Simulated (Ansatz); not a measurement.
LaTiO2N (P2₁, No. 4, 20 atoms in the cell; start mp-775918) was calculated with r²SCAN+rVV10 (plane waves, PAW; Ansatz, a first-principles code).

Numerical settings: plane-wave cutoff 560 eV, 6×6×4 k mesh (along the axes of the cell as run), Fermi–Dirac smearing 0.01 eV, no spin polarisation, scalar-relativistic PAW data made under PBE.

Cell (relaxed at this level):

Space group P2₁ (No. 4); a = 5.526 Å, b = 5.536 Å, c = 7.979 Å, α = γ = 90.00°, β = 90.45°

| atom | site | symmetry | x | y | z |
|---|---|---|---|---|---|
| La | 2a | 1 | 0.2488 | 0.5111 | 0.2418 |
| La | 2a | 1 | 0.7517 | 0.0039 | 0.2427 |
| Ti | 2a | 1 | 0.7355 | 0.5082 | 0.0030 |
| Ti | 2a | 1 | 0.2487 | 0.0065 | 0.5142 |
| N | 2a | 1 | 0.4563 | 0.2888 | 0.0122 |
| N | 2a | 1 | 0.2437 | 0.0233 | 0.7460 |
| O | 2a | 1 | 0.5484 | 0.2003 | 0.4870 |
| O | 2a | 1 | 0.9512 | 0.1915 | 0.0119 |
| O | 2a | 1 | 0.0525 | 0.3011 | 0.4868 |
| O | 2a | 1 | 0.2371 | 0.9652 | 0.2521 |

Give the computed band gap.


band gap: 1.53 eV

Spin–orbit coupling is not included.

Computed values are for the static lattice.

A start named mp-… is a Materials Project structure, which need not be a measured phase.
